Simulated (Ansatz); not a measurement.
Consider C vacancy in 2H silicon carbide, charge state -2. Method: PBE, PAW (plane waves to 420 eV; Ansatz, an electronic-structure program).

Cell of 72 host sites held at the relaxed PBE lattice; the Γ point alone; Fermi-Dirac width 0.01 eV, spin-restricted; finite-size errors left in. Static, classical nuclei. The host's phase is taken as given; its stability against other phases was not computed. The charge state is imposed; whether it is stable for some Fermi level was not computed. Forms of the defect that were not tried may lie lower.

Barriers: single points on a 2×2×2 k-point mesh shifted by half a step along c at the bands' geometries (they differ from the bands' own by up to 0.58 eV, and are uncertain by about as much).

The step: one C atom jumps into the vacancy from a nearby C site (strongly reconstructed ends). Atoms about the jump, Cartesian Å from the middle of the jump, before and after:

```csv
atom,x0,y0,z0,x1,y1,z1
C1,-0.83,0.49,-1.36,0.83,-0.49,1.36
Si2,0.69,-0.38,-0.62,0.81,-0.28,-0.54
Si3,-0.23,0.15,1.81,-0.75,0.41,1.92
Si4,-2.32,-0.44,-0.65,-2.32,-0.28,-0.54
Si5,-0.77,2.25,-0.65,-0.76,1.62,-0.72
C6,-2.29,-0.48,1.21,-2.33,-0.49,1.36
Si7,0.64,-2.15,1.99,0.81,-2.27,1.91
C8,-0.72,2.25,1.21,-0.75,2.14,1.26
C9,0.76,-2.20,-1.28,0.78,-2.14,-1.24
Si10,2.20,0.55,1.99,2.35,0.42,1.91
C11,-0.79,-3.16,1.25,-0.75,-3.13,1.28
Si12,-0.77,-3.11,-0.65,-0.75,-3.07,-0.64
C13,2.30,0.47,-1.27,2.39,0.45,-1.28
```

Q: Where do these atoms stand at the saddle point, and how high is it?

A: 
| atom | x | y | z |
|---|---|---|---|
| C1 | -0.27 | -0.12 | 0.28 |
| Si2 | 0.77 | -0.45 | -1.06 |
| Si3 | -0.96 | 0.54 | 1.81 |
| Si4 | -2.13 | -0.34 | -0.46 |
| Si5 | -0.87 | 2.11 | -0.52 |
| C6 | -2.51 | -0.43 | 1.40 |
| Si7 | 0.86 | -1.99 | 1.85 |
| C8 | -0.85 | 2.38 | 1.35 |
| C9 | 0.82 | -2.29 | -1.39 |
| Si10 | 2.29 | 0.28 | 1.97 |
| C11 | -0.76 | -3.05 | 1.25 |
| Si12 | -0.75 | -3.09 | -0.65 |
| C13 | 2.40 | 0.43 | -1.34 |
It lies 3.96 eV above the start and 3.96 eV above the end. The saddle point's order was not checked.
